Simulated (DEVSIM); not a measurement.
Device: illuminated Si n-on-p cell, one wavelength, with a back-surface field, at 350 K.

```tsv
layer (left to right)	material	thickness (μm)	Nd (cm⁻³)	Na (cm⁻³)	τn (s)	τp (s)	absorption coefficient (cm⁻¹)
1	Si	0.330	7.9e18	-	4.5e-8	4.8e-8	47000
2	Si	44.0	-	4.6e16	2.8e-7	2.8e-7	47000
3	Si	0.500	-	6.9e18	2.8e-7	2.8e-7	47000
```

Left contact: ohmic, minority hole recombination velocity 20000 cm/s. Right contact: ohmic, minority electron recombination velocity 2e5 cm/s. Voltage is applied to the left contact. Recombination: SRH at mid-gap, radiative, Auger. Gap narrowing is on: ΔEg = 6.92 meV × (l + √(l² + 0.5)), l = ln(N/1.3e17 cm⁻³), shared equally by both band edges. Light enters at the left, 5.7e16 photons cm⁻² s⁻¹, one pass, no reflection. Mobility is μmin + (μ − μmin)/(1 + (N/Nref)^α).

Constants are typed, rounded textbook-type inputs, not results; the design itself was drawn at random and stands for no fabricated device. Values at 300 K; Nc and Nv go as T^1.5, mobilities as T to minus their exponent, the gap by Varshni's rule with the affinity fixed.

```csv
parameter,Si
gap (eV),1.124
affinity (eV),4.05
permittivity,11.7
Nc (cm⁻³),2.86e19
Nv (cm⁻³),3.1e19
μn (cm²/Vs),1417
μp (cm²/Vs),470
"μn,min",52
"μp,min",45
"Nref,n",9.7e16
"Nref,p",2.2e17
αn,0.68
αp,0.72
T exponent of μn,2.3
T exponent of μp,2.2
B (cm³/s),4.7e-15
Cn (cm⁶/s),2.8e-31
Cp (cm⁶/s),9.9e-32
Varshni α (eV/K),0.000473
Varshni β (K),636
```

Model (solved in DEVSIM): 1D drift-diffusion, Boltzmann statistics, complete ionisation; no tunnelling, impact ionisation, image-force lowering or self-heating.

Base results: share of generated pairs collected at short circuit 0.870; potential step across the device at zero bias (V) 0.956; fill factor 0.75; dark forward voltage at 100 A/cm² (V) 0.787.

### Question
What follows from this one change: thickness of layer 1 0.33 → 1.7 μm?

### Answer
share of generated pairs collected at short circuit 0.870 → 0.385; potential step across the device at zero bias little changed (0.956 V); fill factor 0.75 → 0.74; dark forward voltage at 100 A/cm² little changed (0.787 V).

### Question
What follows from this one change: doping Na of layer 3 6.9e+18 → 2.1e+17 cm^-3?

### Answer
share of generated pairs collected at short circuit little changed (0.870); potential step across the device at zero bias 0.956 → 0.874 V; fill factor little changed (0.75); dark forward voltage at 100 A/cm² little changed (0.786 V).

### Question
What follows from this one change: constant mobility in place of the doping-dependent one?

### Answer
share of generated pairs collected at short circuit 0.870 → 0.966; potential step across the device at zero bias little changed (0.956 V); fill factor little changed (0.75); dark forward voltage at 100 A/cm² 0.787 → 0.763 V.
